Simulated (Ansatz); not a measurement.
The reference is HgTe in the zinc blende structure (space group F-43m, No. 216).

```yaml
crystal:
  lattice:
    - [0.00000, 3.28639, 3.28639]
    - [3.28639, 0.00000, 3.28639]
    - [3.28639, 3.28639, 0.00000]
  atoms:
    - { symbol: Hg, position: [0.00000, 0.00000, 0.00000] }
    - { symbol: Te, position: [0.25000, 0.25000, 0.25000] }
```

Computed with r2SCAN in Ansatz (plane waves to 500 eV, PAW, without spin-orbit coupling).

Before the change:

Volume per atom: 35.49 Å³

The change: hydrostatic tension (pressure −1 GPa).

Q: Estimate the effect on the volume per atom.

A: The volume per atom rises by 0.974 Å³, from 35.49 Å³ to 36.47 Å³.

Load acts through the strain it causes; cell and atoms are relaxed under it. Whether these cells are dynamically stable was not tested. The final runs are not spin-polarised.

Ansatz is a quantum-chemistry and plane-wave program.
